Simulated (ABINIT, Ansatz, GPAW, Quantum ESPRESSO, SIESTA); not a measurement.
Mg₃Sc (Pm-3m, 4 atoms in the cell) computed with different codes at matched settings

Self-consistent single point.

```
CELL_PARAMETERS angstrom
      4.62552     0.00000     0.00000
      0.00000     4.62552     0.00000
      0.00000     0.00000     4.62552
ATOMIC_POSITIONS crystal
  Mg 0.50000 0.50000 0.00000
  Mg 0.00000 0.50000 0.50000
  Mg 0.50000 0.00000 0.50000
  Sc 0.00000 0.00000 0.00000
```

Shared settings, as Ansatz (a quantum-chemistry and plane-wave program) writes them: kpoints.mp_grid.grid = 2 2 2; scf.occupations.method = fermi_dirac; scf.occupations.width = 0.05 eV. Potentials and cutoffs stand in the table.

```tsv
code	model	pressure (GPa)	cutoff
SIESTA	GGA PBEsol, numerical atomic orbitals TZP, PseudoDojo PBEsol standard norm-conserving potentials (rewritten from UPF to PSML)	-2.90	grid 400 Ry
ABINIT	PBEsol, norm-conserving pseudopotentials (PseudoDojo nc-sr-04 PBEsol standard)	-4.32	42 Ha
GPAW	PBEsol, GPAW PAW datasets PBEsol (made by gpaw-setup)	-4.34	850 eV
Ansatz	PBEsol, PAW files made with PBE	-4.33	default
Quantum ESPRESSO	PBEsol, PseudoDojo standard norm-conserving (PBESOL) pseudopotentials	-4.31	85 Ry
```

The spread over the programs that give each value: pressure within 1.44 GPa.

SIESTA uses small atom-centred bases, whose incompleteness enters pressures, forces and empty levels differently from a plane-wave cutoff. Ansatz's pressure is given at a fixed set of plane waves, as the other plane-wave codes print theirs. In the pressure, SIESTA (by 1.42) lies more than 1 GPa from the median of the plane-wave programs.

On the base mesh (10 10 10) the same programs gave: Ansatz pressure -3.60 GPa; Quantum ESPRESSO pressure -3.57 GPa; ABINIT pressure -3.58 GPa; GPAW pressure -3.61 GPa; SIESTA pressure -2.43 GPa.

The values differ from the base mesh's, so the mesh still matters here: the table compares the programs at equal settings.

The starting cell comes from a database of computed structures (which also holds hypothetical and non-ambient phases and stackings), without a prior relaxation at this level. Its lattice was rescaled by a random factor within 2.5 % of one.

Left out of this page: CP2K (on another mesh); FLEUR (not drawn, or without a comparable value).

Keys are those of Ansatz 0.2.
